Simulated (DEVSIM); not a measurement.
System: abrupt Si p-n junction, at 300 K.

Layer 1 from the left is Si, thickness (μm) 71.0, Na (cm⁻³) 5.3e16, τn (s) 1.9e-5, τp (s) 1.9e-5. Layer 2 from the left is Si, thickness (μm) 0.340, Nd (cm⁻³) 1.2e17, τn (s) 1.9e-5, τp (s) 1.9e-5.

Left contact: ohmic. Right contact: ohmic. Voltage is applied to the left contact. Recombination: SRH at mid-gap. Mobility is constant in doping.

Constants are typed, rounded textbook-type inputs, not results; the design itself was drawn at random and stands for no fabricated device. Values at 300 K.

Si: gap (eV) 1.124, affinity (eV) 4.05, permittivity 11.7, Nc (cm⁻³) 2.86e19, Nv (cm⁻³) 3.1e19, μn (cm²/Vs) 1417, μp (cm²/Vs) 470.

### Question
Estimate by hand the built-in potential, the peak field at zero bias, the capacitance at -0.6 V, and compare with a numerical solution.

### Answer

- Built-in potential: ni = √(Nc Nv) exp(−Eg/2kT) = 1.08e10 cm⁻³ with Eg = 1.124 eV; Vbi = kT/q ln(Na Nd/ni²) = 0.818 V; numerical 0.818 V.
- Peak field at zero bias: depletion approximation: W = √(2εVbi/(qN)) = 0.170 μm with N = 3.68e16 cm⁻³; field = 2Vbi/W = 96400 V/cm; numerical 93300 V/cm (estimate above by 3.3 %).
- Capacitance at -0.6 V: C = √(qεN / 2(Vbi + |V|)) = 46.4 nF/cm²; numerical 47.3 nF/cm² (estimate below by 1.8 %).

Model (solved in DEVSIM): 1D drift-diffusion, Boltzmann statistics, complete ionisation; no tunnelling, impact ionisation, image-force lowering or self-heating.
